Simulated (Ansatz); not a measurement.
Effect of Ti → Zr on BaTiO3

The reference is BaTiO₃ in the cubic perovskite structure (space group Pm-3m, No. 221; a = 3.9944 Å).

Now apply this change: full substitution Ti → Zr, then cell and atoms are relaxed.

Calculations: r2SCAN in Ansatz (plane waves to 500 eV, PAW, no spin-orbit coupling), earlier PAW set. Γ-centred 8×8×8 mesh, Fermi–Dirac width 0.05 eV.

```tsv
quantity	base	changed	shift
volume per atom	12.75 Å³	14.87 Å³	+2.12 Å³
density	6.08 g/cm³	6.18 g/cm³	+0.10 g/cm³
space group	Pm-3m (No. 221)	Pm-3m (No. 221)	–
band gap	2.18 eV	3.74 eV	+1.56 eV
gap character	indirect, R → Γ	indirect, R → Γ	–
electron mass (degenerate bands, along [100])	–	0.37, 0.37, 2.8 mₑ (at Γ)	–
```

Final structure:

```xyz
5
Lattice="4.2047 0.0000 0.0000 0.0000 4.2047 0.0000 0.0000 0.0000 4.2047" Properties=species:S:1:pos:R:3 pbc="T T T"
Ba     0.0000     0.0000     0.0000
Zr     2.1024     2.1024     2.1024
O      0.0000     2.1024     2.1024
O      2.1024     2.1024     0.0000
O      2.1024     0.0000     2.1024
```

Cost of the whole job for the changed cell (relaxation, final SCF and bands): very roughly 50 core-seconds.

Masses are band curvatures over ±0.01 Å⁻¹ around the edge. Whether these cells are dynamically stable was not tested. The final runs are not spin-polarised. Many cubic perovskites are stable only at high temperature; tilts and polar distortions were not tested. This is not the structure that BaTiO3 has at room temperature and ambient pressure.

Ansatz is an electronic-structure program.
